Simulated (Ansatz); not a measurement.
ScCu2 (I4/mmm, No. 139; cell taken from a computed entry)

The numbers are results of PBEsol in Ansatz (plane waves, PAW), not measurements.

Settings: plane-wave cutoff 500 eV, 24×24×24 k mesh, Fermi–Dirac smearing 0.1 eV, no spin polarisation, scalar-relativistic PAW data made under PBE.

Cell: relaxed at this level.

```yaml
volume_per_atom: 14.53 Å³/atom
equilibrium_lattice_constant_a: 3.250 Å
c axis length: 8.250 Å
band_gap: none
```

Note: the relaxation could not lower the start's symmetry, so the cell can be a saddle point above a distorted one.

The computed numbers hold no vibrational or temperature effects.

Cost on a shared machine: about 8 core-minutes (a rough figure).

Ansatz is a quantum-chemistry and plane-wave program.
